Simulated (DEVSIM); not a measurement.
Device: abrupt GaAs p-n junction, at 350 K.

Layer 1 from the left is GaAs, thickness (μm) 6.60, Na (cm⁻³) 1.9e16, τn (s) 3.1e-10, τp (s) 3.1e-10. Layer 2 from the left is GaAs, thickness (μm) 120, Nd (cm⁻³) 1.3e15, τn (s) 3.1e-10, τp (s) 3.1e-10.

Left contact: ohmic. Right contact: ohmic. Voltage is applied to the left contact. Recombination: SRH at mid-gap, radiative. Mobility is constant in doping.

Constants are typed, rounded textbook-type inputs, not results; the design itself was drawn at random and stands for no fabricated device. Values at 300 K; Nc and Nv go as T^1.5, mobilities as T to minus their exponent, the gap by Varshni's rule with the affinity fixed.

GaAs: gap (eV) 1.424, affinity (eV) 4.07, permittivity 12.9, Nc (cm⁻³) 4.7e17, Nv (cm⁻³) 9e18, μn (cm²/Vs) 8500, μp (cm²/Vs) 400, T exponent of μn 2.1, T exponent of μp 2.2, B (cm³/s) 2e-10, Varshni α (eV/K) 0.000541, Varshni β (K) 204.

Simulated with DEVSIM: 1D drift-diffusion, Boltzmann statistics, complete ionisation; no tunnelling, impact ionisation, image-force lowering or self-heating.

### Question
What does the simulation give for the largest field in the device at zero bias, the dark forward voltage at 1 A/cm²?

### Answer
largest field in the device at zero bias 18000 V/cm; dark forward voltage at 1 A/cm² 0.808 V.
